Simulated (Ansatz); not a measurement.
```
CELL_PARAMETERS angstrom
     25.00000     0.00000     0.00000
      0.00000    14.00000     0.00000
      0.00000     0.00000     4.01219
ATOMIC_POSITIONS crystal
  Na 0.24211 0.42230 0.00000
  Cl 0.30526 0.37393 0.50000
  Cl 0.22956 0.60235 0.00000
  Na 0.30006 0.61470 0.50000
  Na 0.38499 0.40175 0.00000
  Cl 0.46201 0.39262 0.50000
  Cl 0.38201 0.60148 0.00000
  Na 0.45945 0.59415 0.50000
  Na 0.54055 0.40585 0.00000
  Cl 0.61799 0.39852 0.50000
  Cl 0.53799 0.60738 0.00000
  Na 0.61501 0.59825 0.50000
  Na 0.69994 0.38530 0.00000
  Cl 0.77044 0.39765 0.50000
  Cl 0.69474 0.62607 0.00000
  Na 0.75789 0.57770 0.50000
```

Calculation: PBE (plane waves to 420 eV, PAW; Ansatz, a first-principles code). Mesh 1×1×8. No spin polarisation. Isolated but for its images some 11 Å away. A hypothetical model. Symmetry and one short period hold its shape; lower forms weren't sought. On relaxing, bonds broke or formed, so the name tells the start alone.

Task: Tabulate the two highest filled and two lowest empty levels along the axis, from the valence top.

Result: 
```tsv
k (2π/c)	v2 (eV)	v1 (eV)	c1 (eV)	c2 (eV)
0.000	0.00	0.00	4.07	4.20
0.042	-0.02	-0.02	4.10	4.22
0.083	-0.07	-0.07	4.17	4.28
0.125	-0.16	-0.16	4.29	4.38
0.167	-0.26	-0.26	4.43	4.51
0.208	-0.33	-0.32	4.61	4.66
0.250	-0.31	-0.30	4.80	4.84
0.292	-0.30	-0.29	5.01	5.05
0.333	-0.28	-0.28	–	–
0.375	-0.27	-0.27	–	–
0.417	-0.26	-0.26	–	–
0.458	-0.26	-0.26	–	–
0.500	-0.26	-0.26	–	–
```
A dash stands for levels within 1 eV of the vacuum level or above it.
